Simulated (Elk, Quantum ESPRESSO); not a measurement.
A Quantum ESPRESSO input for a self-consistent single point of CsAu (Pm-3m, 2 atoms in the cell) (DFT, PBEsol, plane waves, PseudoDojo standard norm-conserving (PBESOL) pseudopotentials):

```fortran
&CONTROL
    calculation = 'scf'
    prefix = 'CsAu'
    outdir = './work'
    pseudo_dir = './'
    tprnfor = .true.
    tstress = .true.
/
&SYSTEM
    ibrav = 1
    celldm(1) = 7.904837763
    nat = 2
    ntyp = 2
    ecutwfc = 80
    occupations = 'smearing'
    smearing = 'fd'
    degauss = 0.0036749
/
&ELECTRONS
    conv_thr = 1e-10
/
ATOMIC_SPECIES
Cs   132.9055  Cs.upf
Au   196.9666  Au.upf
ATOMIC_POSITIONS {crystal}
Cs    0.000000000    0.000000000    0.000000000
Au    0.500000000    0.500000000    0.500000000
K_POINTS {automatic}
6 6 6  0 0 0
```

### Question
Translate this input to Elk.

### Answer
This is the input that was run; spellings and numerical settings could be chosen otherwise.

```
tasks
  0

xctype
  22

rgkmax
  8.0

gmaxvr
  16.0

nxlo
  2

lorbcnd
  .true.

lmaxi
  2

swidth
  0.00183747

maxscl
  100

avec
    7.9048377629    0.0000000000    0.0000000000
    0.0000000000    7.9048377629    0.0000000000
    0.0000000000    0.0000000000    7.9048377629

atoms
  2
  'Cs.in'
  1
  0.0000000000  0.0000000000  0.0000000000    0.0 0.0 0.0
  'Au.in'
  1
  0.5000000000  0.5000000000  0.5000000000    0.0 0.0 0.0

ngridk
  6 6 6
```

Basis settings and potentials, where a program has them, do not carry over. This input uses DFT, PBEsol, all-electron FP-LAPW, Elk's shipped species files, APW+lo basis with extra local orbitals. Both were run: gap on the mesh 0.820 eV in Quantum ESPRESSO and 0.854 in Elk.

On Elk: the starting cell comes from a database of computed structures (which also holds hypothetical and non-ambient phases and stackings), without a prior relaxation at this level. Its lattice was rescaled by a random factor within 2.5 % of one. Spin-orbit coupling is off. Values depend on the basis (sphere radii, cutoffs, local orbitals), which need not be converged.

On Quantum ESPRESSO: the starting cell comes from a database of computed structures (which also holds hypothetical and non-ambient phases and stackings), without a prior relaxation at this level. Its lattice was rescaled by a random factor within 2.5 % of one. Spin-orbit coupling is off.
